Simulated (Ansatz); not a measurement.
The parent structure is Sc in the hcp (Mg type) structure (space group P6_3/mmc, No. 194; a = 3.318 Å, c = 5.186 Å; relaxed with 0.1 eV smearing). Axes: x lies along a and z along c of the hexagonal cell.

Calculations: PBE, PAW, 420 eV (Ansatz, a program for electronic structure; no SOC).

The change: biaxial strain +3.00 %, plane normal [001], relaxed out of plane (Cartesian); in-plane vectors clamped, the third vector and the atoms free.

### Question
Estimate the effect on the in-plane stress and out-of-plane strain.

### Answer
The mean in-plane stress (compression positive) is -3.2 GPa; the out-of-plane strain amounts to -1.64 %.

No phonon test of stability was made. The final runs are not spin-polarised.
